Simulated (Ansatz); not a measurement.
**Response to strain in Si**

The reference is Si in the diamond structure (space group Fd-3m, No. 227).

```
CELL_PARAMETERS angstrom
      0.00000     2.70105     2.70105
      2.70105     0.00000     2.70105
      2.70105     2.70105     0.00000
ATOMIC_POSITIONS crystal
  Si 0.00000 0.00000 0.00000
  Si 0.25000 0.25000 0.25000
```

Cartesian axes are those of the cell as printed.

Strains are applied to the cell and any free atomic positions relax.

The values are results of LDA (Ansatz, an electronic-structure program), no spin-orbit coupling, not measurements.

Candidates:
(a) uniaxial strain ε_zz = −2.50 %
(b) uniaxial strain ε_zz = −2.00 %
(c) uniaxial strain ε_zz = −1.00 %
(d) uniaxial strain ε_zz = +2.50 %

Base values:

```
Property   Result
--------  -------
Band gap  0.45 eV
```

Question: Order them by band gap, highest first.

Answer: (d) uniaxial strain ε_zz = +2.50 % (0.36 eV), (c) uniaxial strain ε_zz = −1.00 % (0.32 eV), (b) uniaxial strain ε_zz = −2.00 % (0.19 eV), (a) uniaxial strain ε_zz = −2.50 % (0.13 eV)

Stability against distortions was not tested. A zero or small gap of Si under uniaxial strain ε_zz = −2.50 % and Si under uniaxial strain ε_zz = −2.00 % can be the functional's error rather than a property of the material.
